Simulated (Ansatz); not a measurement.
Start from HgSe in the zinc blende structure (space group F-43m, No. 216; a = 6.063 Å). Axes: x, y, z lie along the cube axes.

The values are results of LDA in Ansatz (plane waves to 420 eV, PAW, without spin-orbit coupling), not measurements.

Before the change:

```
Item                              Value
-----------------------------  --------
Pressure                        0.0 GPa
Shortest interatomic distance  262.5 pm
```

Modification: uniaxial strain ε_zz = +2.00 %, all other strain components held at zero; the atoms relax in the strained cell.

How does this affect the energy relative to the base, pressure and shortest interatomic distance?

The energy increases by 2.3 meV/atom; the pressure (mean of the normal stresses, compression positive) goes from zero to -1.1 GPa; the shortest interatomic distance grows by 1.8 pm, from 262.5 pm to 264.3 pm.

The mesh was chosen for an insulator and is coarse for the gapless case. No phonon test of stability was made. All final runs are without spin polarisation.

Ansatz is a quantum-chemistry and plane-wave program.
